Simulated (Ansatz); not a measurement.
We consider MoPd (model structure, Cmcm, No. 63, 4 atoms in the cell), described by LDA (plane waves, PAW; Ansatz, an electronic-structure program).

Settings: plane-wave cutoff 520 eV, 18×18×14 k mesh (along the axes of the cell as run), Fermi–Dirac smearing 0.05 eV, no spin polarisation, scalar-relativistic PAW data made under PBE.

Cell (relaxed at this level):

MoPd is modelled in the orthorhombic space group Cmcm (No. 63), Pearson symbol oS8. Cell: a = 2.6156 Å, b = 10.3766 Å, c = 4.2744 Å, α = 90.00°, β = 90.00°, γ = 90.00°. Mo on 4c is coordinated by 2 Mo at 2.616 Å and 4 Mo at 2.974 Å and 7 Pd at 2.675–2.833 Å. Pd on 4c has 4 Pd at 2.577–2.616 Å and 7 Mo at 2.675–2.833 Å. (Neighbours: up to the widest gap in distance over summed covalent radii, below 1.35, at either atom.)
(The calculation used a cell of 4 atoms; values per cell refer to that cell.)

Task: Give the computed bulk modulus.

Result: 
* **bulk modulus**: 273 GPa

Note: the run has no spin polarisation, so it can have missed a magnetic state; the bulk modulus is −V dP/dV from two relaxed cells at ±2 % in volume; the relaxation could raise the start's symmetry but not lower it, so the cell can be a saddle point.

The computed numbers hold no vibrational or temperature effects.

Cost on a shared machine: about 10 core-minutes (a rough figure).

A model structure was made by putting elements into a prototype or built by hand; it is no filed structure, need not be a known phase, and can be a saddle point held by its symmetry.
